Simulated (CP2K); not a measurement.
Band structure of Cu2As (P4/nmm, 6 atoms in the cell).

```
Cu2As
1.0
    3.73659     0.00000     0.00000
    0.00000     3.73659     0.00000
    0.00000     0.00000     5.82176
Cu As
4 2
Direct
  0.50000   0.50000   0.00000
  0.00000   0.00000   0.00000
  0.50000   0.00000   0.29996
  0.00000   0.50000   0.70004
  0.50000   0.00000   0.71301
  0.00000   0.50000   0.28699
```

Level of theory: PBEsol, GPW, DZVP-MOLOPT-SR-GTH basis, GTH-PBE potentials (GTH_POTENTIALS) run with CP2K 2026.2.

Settings: CUTOFF = 600 Ry; REL_CUTOFF = 50 Ry; SMEAR/METHOD = FERMI_DIRAC; ELECTRONIC_TEMPERATURE = 1160.45 K; KPOINTS/SCHEME = MONKHORST-PACK 7 7 5; XC_FUNCTIONAL = PBE:PBESOL; Cu/BASIS_SET = DZVP-MOLOPT-SR-GTH; Cu/POTENTIAL = GTH-PBE-q11; As/BASIS_SET = DZVP-MOLOPT-SR-GTH; As/POTENTIAL = GTH-PBE-q5; METHOD = GPW; EPS_DEFAULT = 1e-10; EXTRAPOLATION = USE_GUESS; NGRIDS = 5.

The starting cell comes from a database of computed structures (which also holds hypothetical and non-ambient phases and stackings), without a prior relaxation at this level. Its lattice was rescaled by a random factor within 2.5 % of one. Spin polarisation is off. Values carry the incompleteness of an atom-centred basis. The potentials were made for another functional than the one used. The run gives no clean gap (levels at the Fermi energy touch, overlap or are partly filled at this smearing), which alone does not show that the compound is a metal.

Levels in eV from the Fermi level, bands 24 to 29:
| point | 24 | 25 | 26 | 27 | 28 | 29 |
|---|---|---|---|---|---|---|
| Γ | -2.49 | -2.42 | -0.79 | 0.87 | 0.96 | 0.96 |
| X | -2.15 | -1.69 | -1.69 | 1.04 | 1.04 | 3.41 |
| M | -2.36 | -2.15 | -2.15 | -2.14 | -2.14 | 0.08 |
| Z | -1.48 | -1.01 | -1.01 | -0.23 | -0.23 | 2.06 |
| R | -2.49 | 0.50 | 0.50 | 1.49 | 1.49 | 1.52 |
| A | -2.60 | -2.41 | -2.41 | -1.79 | -1.79 | 3.33 |

Bands cross the Fermi level along this path, so the cell is metallic at this level.

Higher empty bands are left out: an atom-centred basis made for the valence describes them poorly.
